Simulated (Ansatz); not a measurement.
Here is the system:

```
CELL_PARAMETERS angstrom
      4.06707     0.00000     0.00000
      2.03353     3.52219     0.00000
      0.00000     0.00000     9.51128
ATOMIC_POSITIONS crystal
  Hg 0.70288 0.29712 0.66667
  Hg 0.00000 0.70288 0.33333
  Hg 0.29712 0.00000 0.00000
  S  0.50693 0.49307 0.16667
  S  0.00000 0.50693 0.83333
  S  0.49307 0.00000 0.50000
```

No spin polarisation.

The values are results of DFT with PBEsol, PAW potentials and a 420 eV plane-wave cutoff in Ansatz (an electronic-structure program), no spin-orbit coupling, not measurements. Γ-centred 9×9×4 mesh, Fermi–Dirac width 0.05 eV.

Task: What gap character does the calculation give?

Result: Indirect, Γ–A (67 % along) → Γ.

Task: Estimate the band gap.

Result: 1.10 eV.

Task: What electron mass does the calculation give?

Result: 0.40 mₑ out of plane, 1.4 mₑ in plane (at Γ).

Task: Estimate the width of the top valence band.

Result: 1.02 eV.

With Hg present, leaving out spin-orbit coupling can change the band edges. The cells carry an imposed strain or load. Effective masses come from finite differences of ±0.01 Å⁻¹. Whether these cells are dynamically stable was not tested. The cell was made from HgS (space group P3_221, No. 154; made of chains) by this change: biaxial strain −1.73 %, plane normal [001], relaxed out of plane. No dispersion term is included in the PBEsol runs.
